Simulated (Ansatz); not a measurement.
Start from GaN in the NiAs type structure (space group P6_3/mmc, No. 194; a = 2.9687 Å, c = 5.0409 Å; a model cell, its experimental status unchecked). Axes: x lies along a and z along c of the hexagonal cell.

Modification: compressive biaxial strain of 0.81 % in the plane normal to [001], as in epitaxy on a mismatched substrate; the out-of-plane cell vector and the atoms relax.

Levels (all Ansatz, a quantum-chemistry and plane-wave program, PAW): PBEsol (420 eV, no spin-orbit coupling); HSE06 (420 eV, no SOC).

The geometry is relaxed with PBEsol.

| Property | Result |
|---|---|
| PBEsol lowest conduction level above the VBM at special points | K 1.21 eV; Γ 1.73 eV; L 2.90 eV |

Task: How does going to HSE06 change the lowest conduction level above the VBM at special points?

Result: The lowest conduction level above the VBM at special points changes from K 1.21 eV; Γ 1.73 eV; L 2.90 eV to K 2.66 eV; Γ 3.02 eV; L 4.28 eV.

Single points use the geometry relaxed with PBEsol. The hybrid gap comes from the SCF mesh plus the semilocal run's edge points and a few special points and is an upper bound. The levels and masses belong to the bands next to the band gap. Stability against distortions was not tested. This is not the structure that GaN has at room temperature and ambient pressure.
